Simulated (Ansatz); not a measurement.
Start from NbP (space group I4_1md, No. 109; a = 3.3471 Å, c = 11.4265 Å).

Levels (all Ansatz, a quantum-chemistry and plane-wave program, PAW, earlier PAW set): PBE (420 eV, no spin-orbit coupling); r2SCAN (500 eV, spin-orbit coupling left out).

The geometry is relaxed with PBE.

- PBE pressure = 0.0 GPa

**Question.** What does r2SCAN give at this geometry for the pressure?

**Answer.** The pressure goes from zero to -0.5 GPa.

Single points use the geometry relaxed with PBE. Their cutoffs differ, which shifts pressures a little. Stability against distortions was not tested. The final runs are not spin-polarised.
